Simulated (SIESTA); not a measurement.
A self-consistent single point of YAl3 (Pm-3m, 4 atoms in the cell) with SIESTA.

Level of theory: LDA PW92, numerical atomic orbitals TZP, PseudoDojo LDA standard norm-conserving potentials (rewritten from UPF to PSML) in SIESTA.

The change in words: lattice scaled by 0.98. Reference geometry:
```yaml
crystal:
  lattice:
    - [4.20441, 0.00000, 0.00000]
    - [0.00000, 4.20441, 0.00000]
    - [0.00000, 0.00000, 4.20441]
  atoms:
    - { symbol: Y, position: [0.00000, 0.00000, 0.00000] }
    - { symbol: Al, position: [0.00000, 0.50000, 0.50000] }
    - { symbol: Al, position: [0.50000, 0.00000, 0.50000] }
    - { symbol: Al, position: [0.50000, 0.50000, 0.00000] }
```

Reference input (self-consistent single point, DFT, LDA PW92, numerical atomic orbitals TZP, PseudoDojo LDA standard norm-conserving potentials (rewritten from UPF to PSML)): XC.functional = LDA; XC.authors = PW92; potentials = PseudoDojo LDA standard; PAO.BasisSize = TZP; PAO.EnergyShift = 0.01 Ry; MeshCutoff = 400 Ry; kgrid.MonkhorstPack = 6 6 6; OccupationFunction = FD; ElectronicTemperature = 100 meV; MaxSCFIterations = 150; SCF.Mixer.Method = Pulay; SCF.Mixer.Weight = 0.2. This run's input differs from it in these lines:

```diff
@@ -12,5 +12,5 @@
 %block LatticeVectors
-     4.204414000    0.000000000    0.000000000
-     0.000000000    4.204414000    0.000000000
-     0.000000000    0.000000000    4.204414000
+     4.120326000    0.000000000    0.000000000
+     0.000000000    4.120326000    0.000000000
+     0.000000000    0.000000000    4.120326000
 %endblock LatticeVectors
@@ -19,5 +19,5 @@
      0.000000000    0.000000000    0.000000000  1
-     0.000000000    2.102207000    2.102207000  2
-     2.102207000    0.000000000    2.102207000  2
-     2.102207000    2.102207000    0.000000000  2
+     0.000000000    2.060163000    2.060163000  2
+     2.060163000    0.000000000    2.060163000  2
+     2.060163000    2.060163000    0.000000000  2
 %endblock AtomicCoordinatesAndAtomicSpecies
```

Output (repeated stretches shortened):

```
        iscf     Eharris(eV)        E_KS(eV)     FreeEng(eV)     dDmax    Ef(eV) dHmax(eV)
   scf:    1    -1288.752720    -1305.809348    -1305.851028  1.851499 -5.266871  1.463649
   scf:    2    -1305.911240    -1305.861625    -1305.902378  0.028818 -5.293292  1.026810
   scf:    3    -1305.957314    -1305.916809    -1305.955235  0.067810 -5.358873  0.038276
   scf:    4    -1305.917676    -1305.917286    -1305.955762  0.002985 -5.363344  0.023724
   scf:    5    -1305.916983    -1305.917148    -1305.955899  0.002802 -5.366832  0.008069
   scf:    6    -1305.917236    -1305.917195    -1305.955906  0.000347 -5.367117  0.001388
   scf:    7    -1305.917190    -1305.917192    -1305.955906  0.000246 -5.367217  0.000026
   scf:    8    -1305.917192    -1305.917192    -1305.955906  0.000005 -5.367218  0.000112
SCF Convergence by DM+H criterion
max |DM_out - DM_in|         :     0.0000054608
max |H_out - H_in|      (eV) :     0.0001124929
SCF cycle converged after 8 iterations

Using DM_out to compute the final energy and forces

siesta: E_KS(eV) =            -1305.9172

siesta: E_KS - E_eggbox =     -1305.9172

siesta: Atomic forces (eV/Ang):
     1    0.000000   -0.000000   -0.000000
     2    0.000000    0.000000    0.000000
     3    0.000000    0.000000    0.000000
     4    0.000000    0.000000   -0.000000
   Tot    0.000000    0.000000    0.000000
   Max    0.000000
   Res    0.000000    sqrt( Sum f_i^2 / 3N )
   Max    0.000000    constrained

Stress tensor Voigt[x,y,z,yz,xz,xy] (kbar):      -32.08      -32.08      -32.08       -0.00       -0.00       -0.00
(Free)E + p*V (eV/cell)    -1304.5551
   [... lines left out ...]
siesta: FreeEng =     -1305.955906
   [... lines left out ...]
siesta:    -0.020026    0.000000   -0.000000
siesta:    -0.000000   -0.020026   -0.000000
siesta:    -0.000000   -0.000000   -0.020026

siesta: Cell volume =         69.951130 Ang**3

siesta: Pressure (static):
siesta:                Solid            Molecule  Units
siesta:           0.00021811          0.00021811  Ry/Bohr**3
siesta:           0.02002583          0.02002583  eV/Ang**3
siesta:          32.08491053         32.08491053  kBar
```

The run converged in 8 iterations. Against the reference run the free energy rises by 2.7 meV/atom and the pressure goes from -2.06 to 3.21 GPa.

The starting cell comes from a database of computed structures (which also holds hypothetical and non-ambient phases and stackings), without a prior relaxation at this level. Its lattice was rescaled by a random factor within 2.5 % of one. For this run, on top of that: lattice scaled by 0.98. Values carry the incompleteness of an atom-centred basis. With a pressure of about 3 GPa the cell is away from its equilibrium volume at this level.

Cost on one core of a shared machine: roughly 70 s.
